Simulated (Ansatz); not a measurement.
# By hand: formation energy of Ir_W in W (bcc, Im-3m)

This concerns the formation energy of Ir_W in W (bcc, Im-3m). Reaction: 63 W (bcc) + Ir (fcc) → cell A.

A: a supercell of 64 sites of W (bcc, Im-3m) with Ir on a W site (8 W at 2.78 Å); spin state with PBE: run without spin.

Ansatz (a quantum-chemistry and plane-wave program) with PAW potentials; structures come from PBE relaxations, nuclei static, no net charge. Ansatz runs with its default PAW set. Other levels take these structures. The lattices are those relaxed with PBE, so at other levels the solids can be strained, which adds to the spread. Larger cells are relaxed from a start prepared with the learned potential CHGNet, on a coarser mesh till forces fall under 0.03 eV/Å, which some starts already meet. A dispersion term (D3(BJ), or D4 for r2SCAN) was computed beside these levels and is taken off wherever the name lacks it. The runs are scalar-relativistic, without spin-orbit coupling. Mesh and cell size may move defect energies by 0.1 eV or more. Cell A has symmetry Im-3m within 0.02 Å and got no random move, so less symmetric positions, which may lie lower, weren't tried.

Total energies of the cells in eV, at zero smearing width. They compare only within one column; the weights balance every element.

```tsv
cell	atoms	weight	PBE	r2SCAN+D4
A: W:Ir_W	64	+1	-666178.62438	-666991.58766
W (bcc)	64	−63/64	-664628.88689	-665440.92039
Ir (fcc)	1	−1	-11935.31051	-11949.00955
```

PBE: (-666178.62438) − 63/64 × (-664628.88689) − (-11935.31051) = 0.747 eV.

r2SCAN+D4: (-666991.58766) − 63/64 × (-665440.92039) − (-11949.00955) = 0.828 eV.

What follows from the PBE value: With the reservoirs of the reaction as written, and without entropy terms or charged states, the share of sites that hold the defect in equilibrium is exp(−0.75 eV/k_BT) = 1.7×10^-4 at 1000 K.
